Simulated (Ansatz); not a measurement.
The starting structures come from a database of crystals and need not be the phases stable at ambient conditions.

 Where the default PAW files enter, the runs use the earlier of Ansatz's two default sets.

Given:

```
CELL_PARAMETERS angstrom
      5.09813     0.00000     0.00000
      0.00000     5.27144     0.00000
      0.00000     0.00000    10.09309
ATOMIC_POSITIONS crystal
  Zr 0.24695 0.96590 0.38445
  Zr 0.75305 0.03410 0.61555
  Zr 0.25305 0.46590 0.61555
  Zr 0.74695 0.53410 0.38445
  Zr 0.74695 0.03410 0.11555
  Zr 0.25305 0.96590 0.88445
  Zr 0.75305 0.53410 0.88445
  Zr 0.24695 0.46590 0.11555
  O  0.37219 0.62529 0.28992
  O  0.62781 0.37471 0.71008
  O  0.12781 0.12529 0.71008
  O  0.87219 0.87471 0.28992
  O  0.87219 0.37471 0.21008
  O  0.12781 0.62529 0.78992
  O  0.62781 0.87471 0.78992
  O  0.37219 0.12529 0.21008
  O  0.00254 0.26123 0.47759
  O  0.99746 0.73877 0.52241
  O  0.49746 0.76123 0.52241
  O  0.50254 0.23877 0.47759
  O  0.50254 0.73877 0.02241
  O  0.49746 0.26123 0.97759
  O  0.99746 0.23877 0.97759
  O  0.00254 0.76123 0.02241
```

Space group of this cell: Pbca. The cell is taken as given.

Computed with r2SCAN (plane waves, PAW; Ansatz, a program for electronic structure).

The current runs along the normal of the first two printed vectors; no spin-orbit coupling. Scaled by the factor s: both lengths across the current (ions clamped). Meshes 6×6×4 and 6×6 across the current in all rows.

```
s     mean pressure (GPa)  band gap (eV)
----  -------------------  -------------
0.98                 10.7              ?
1.00                 -0.2           4.30
1.02                 -9.2           4.17
```

Problem. Take the slope of the band gap against ln s from the two given rows, extrapolate to s = 0.98, and say what the run there gives.

Solution. Slope = (4.17 − 4.30) / ln 1.02 = -6.56 eV. The line gives 4.30 + (-6.56) × ln 0.98 = 4.43 eV. The run gives 4.41 eV, 0.02 eV under the line, 17 % of the predicted step.
